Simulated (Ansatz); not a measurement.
## WTe2 (space group P4_2/mnm, No. 136; a hypothetical phase, not in the database extracts checked)

```xyz
6
Lattice="6.5963 0.0000 0.0000 0.0000 6.5963 0.0000 0.0000 0.0000 3.5775" Properties=species:S:1:pos:R:3 pbc="T T T"
W      3.2982     3.2982     1.7887
W      0.0000     0.0000     0.0000
Te     5.1780     5.1780     1.7887
Te     1.8799     4.7165     0.0000
Te     4.7165     1.8799     0.0000
Te     1.4183     1.4183     1.7887
```

All numbers come from DFT with PBEsol, PAW potentials and a 420 eV plane-wave cutoff in Ansatz (an electronic-structure program), no spin-orbit coupling, earlier PAW set. Settings: 7×7×13 k-points, 0.05 eV Fermi–Dirac smearing.

* **Volume per atom**: 25.94 Å³
* **Density**: 9.37 g/cm³
* **Band gap**: zero
* **Total energy**: -8019.935 eV/atom (σ→0; compares only within this code and set-up)

Whether these cells are dynamically stable was not tested. The final runs are not spin-polarised. WTe2 has a high density of states at the Fermi level and may be magnetic at this level.
